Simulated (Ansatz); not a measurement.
For CsCl-type CoGa, PBEsol-D3(BJ) in Ansatz (plane waves, PAW) gives:

```
Quantity                       Result
---------------------  --------------
lattice parameter a           2.812 Å
bulk modulus                  217 GPa
cohesive energy          5.22 eV/atom
enthalpy of formation  -0.410 eV/atom
```

Q: What does r²SCAN-D4 (Ansatz, a quantum-chemistry and plane-wave program, plane waves, PAW) give for the same quantities?

A: 
- lattice constant a: 2.834 Å (increases by 0.8 %)
- bulk modulus: 208 GPa (falls by 4.1 %)
- cohesive energy: 4.13 eV/atom (shrinks by 1.09 eV/atom)
- formation enthalpy: -0.209 eV/atom (moves by +0.201 eV/atom)

For comparison: lattice constant a 2.878 Å (measured, temperature not stated, copied from a table, unchecked, no zero-point or thermal correction; as tabulated in Monatshefte fuer Chemie und verwandte Teile anderer Wissenschaften 123, 509 (1992)).

Changes are worked out from the printed values.

Unless a cell is named, each level is at its own relaxed cell (PBEsol-D3(BJ) 11.12, r²SCAN-D4 11.38 Å³/atom).

The crystal itself was run without spin with PBEsol-D3(BJ), r²SCAN-D4; a magnetic state was not tried in these runs.

Ansatz's density-functional and Hartree–Fock values are scalar-relativistic unless marked +SOC, with PAW data made under PBE.
